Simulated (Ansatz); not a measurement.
## SnGe3 (model structure, P-4m2, No. 115, 4 atoms in the cell): properties by level of theory

| level (code) | equilibrium lattice constant a (Å) | c axis length (Å) | bulk modulus B0 (GPa) | cohesive energy (eV/atom) |
|---|---|---|---|---|
| LDA (Ansatz) | 4.126 | 5.864 | ? | 4.38 |
| PBE (Ansatz) | 4.232 | 6.014 | ? | 3.55 |
| PBEsol (Ansatz) | 4.166 | ? | 58.4 | ? |

Problem. Complete the blanks.

Solution. 
- LDA (Ansatz, a first-principles code), bulk modulus B0 (GPa): 62.4
- PBE (Ansatz), bulk modulus B0 (GPa): 50.9
- PBEsol (Ansatz), c axis length (Å): 5.920
- PBEsol (Ansatz), cohesive energy (eV/atom): 3.96

Caveats: the bulk modulus is −V dP/dV from two relaxed cells at ±2 % in volume (LDA, PBE, PBEsol). Ansatz's density-functional and Hartree–Fock values are scalar-relativistic unless marked +SOC, with PAW data made under PBE.

Free atoms are spin-polarised, in the lowest state found; at levels without +SOC their spin–orbit coupling is left out.

A model structure was made by putting elements into a prototype or built by hand; it is no filed structure, need not be a known phase, and can be a saddle point held by its symmetry.
